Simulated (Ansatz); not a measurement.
We consider In2SbAs (R3m, No. 160, 4 atoms in the cell; start mp-1223844), described by r²SCAN in Ansatz (PAW).

Run with plane-wave cutoff 560 eV, 14×14×14 k mesh, Fermi–Dirac smearing 0.05 eV, scalar-relativistic PAW data made under PBE.

Cell (relaxed at this level):

```
In2AsSb
1.0
    2.23987     1.29319     7.32508
   -2.23987     1.29319     7.32508
    0.00000    -2.58638     7.32508
In Sb As
2 1 1
Cartesian
  0.00000   0.00000   0.10767
  0.00000   0.00000  10.88603
  0.00000   0.00000  13.72188
  0.00000   0.00000   2.75379
```

Q: Estimate the bulk modulus B0 that the calculation returns.

A: 
- bulk modulus B0: 49.2 GPa

The run finds no gap.

Note: the bulk modulus is −V dP/dV from two relaxed cells at ±2 % in volume; the relaxation could not lower the start's symmetry, so the cell can be a saddle point above a distorted one.

Spin–orbit coupling is not included; it can open a gap where bands touch, and shift volumes and moduli.

Static lattice: no zero-point or thermal effects.

Cost on a shared machine: roughly 40 core-minutes.

A start named mp-… is a Materials Project structure, which need not be a measured phase.

Ansatz is a quantum-chemistry and plane-wave program.
